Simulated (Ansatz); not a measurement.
Band structure of LiF (Fm-3m, 2 atoms in the cell).

```
CELL_PARAMETERS angstrom
      0.00000     2.01500     2.01500
      2.01500     0.00000     2.01500
      2.01500     2.01500     0.00000
ATOMIC_POSITIONS crystal
  Li 0.00000 0.00000 0.00000
  F  0.50000 0.50000 0.50000
```

Method: PBE (plane waves, PAW; Ansatz, an electronic-structure program).

Settings: kpoints.mp_grid.grid = 7 7 7; hamiltonian.xc = pbe; hamiltonian.pseudopotentials = {kind: paw} (the program's default PAW files); scf.occupations.method = fermi_dirac; scf.occupations.width = 0.02 eV; kpoints.band_path.npoints = 8.

The starting cell has typed, rounded lattice constants, without a prior relaxation at this level.

Question: Predict the gap along the standard path and the places of the band edges.

Answer: The gap along the path is 9.07 eV, direct at Γ to within 0.01 eV.

Levels in eV from the top of the valence band on the path, bands 2 to 8:
```csv
point,2,3,4,5,6,7,8
Γ,-19.96,0.00,0.00,0.00,9.07,23.93,23.93
X,-19.27,-2.99,-0.99,-0.99,14.81,16.49,17.44
W,-19.30,-2.07,-2.07,-0.79,15.05,15.05,17.43
K,-19.31,-2.49,-1.56,-0.73,14.49,14.90,18.41
L,-19.53,-2.51,-0.23,-0.23,10.79,16.72,18.90
U,-19.31,-2.49,-1.56,-0.73,14.49,14.90,18.41
```

Keys are those of Ansatz 0.2.
